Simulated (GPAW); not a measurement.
**Bulk modulus against bond length in tetrahedral II-VI semiconductors (GPAW, PBE)**

PBE in GPAW (plane waves, GPAW PAW datasets PBE (gpaw-data 1.0.1)). For each crystal the pressures of the cell and of a copy with its lattice scaled by 0.98 give a modulus and a volume at zero pressure through Murnaghan's equation with B' set to 4; d is the bond length of an ideal tetrahedral net at that volume, d³ = (3√3/8)·V0 with V0 per atom. The number in brackets is the space group.

Here x stands for ln d, d in Å and y for ln B0, B0 in GPa.

```csv
crystal,"ln d, d in Å","ln B0, B0 in GPa",cell as run (Å³/atom),k mesh,cutoffs
ZnS (186),0.859,4.26,19.56,8×8×5,800 eV
ZnSe (216),0.909,4.07,22.79,10×10×10,800 eV
CdS (216),0.941,4.01,25.80,7×7×7,550 eV
CdSe (186),0.986,?,28.64,5×5×3,600 eV
CdTe (216),1.050,3.63,34.01,5×5×5,550 eV
HgTe (216),1.058,3.54,37.44,7×7×7,600 eV
```

Using a straight line, estimate the missing y at x = 0.986 from the other rows, showing the fit.

With u = x - 0.96, the rows have u = -0.10100, -0.05100, -0.01900, 0.09000, 0.09800. Means: u 0.0034000, y 3.902. About the means, the sum of products is -0.10673 and the sum of squares of u is 0.030809; the slope is their ratio. Least squares gives y = 3.914 - 3.464·u. Residuals (row less fit): -0.004, -0.021, 0.030, 0.028, -0.035; standard error 0.033 (degrees of freedom: 3). The slope means B0 ∝ d^(-3.5 ± 0.2) over these rows. At the withheld row, u = 0.02600, so y = 3.914 - 3.464 × 0.02600 = 3.82. The calculation gives 3.84, 0.02 above the prediction (2.8 % of the range of y in the table). The row lies between fitted rows. From the scatter of the fitted rows alone, a prediction at this place has a standard error of 0.037, so the miss is 0.5 times that.

The cells are not relaxed at this level: typed lattice constants and structures from a database of calculations, some with the lattice rescaled by up to 2.5 %. The cells stand within 3 GPa of zero pressure, and B' = 4 can still bias a soft crystal's B0 by several per cent. Internal coordinates are held, and ionicity, which also moves the modulus, is not in the fit. The rows, and the inner row withheld, were drawn at random from non-magnetic crystals of this class with sound runs on fine meshes; tables whose line scatters by over 5 % of the range aren't shown.
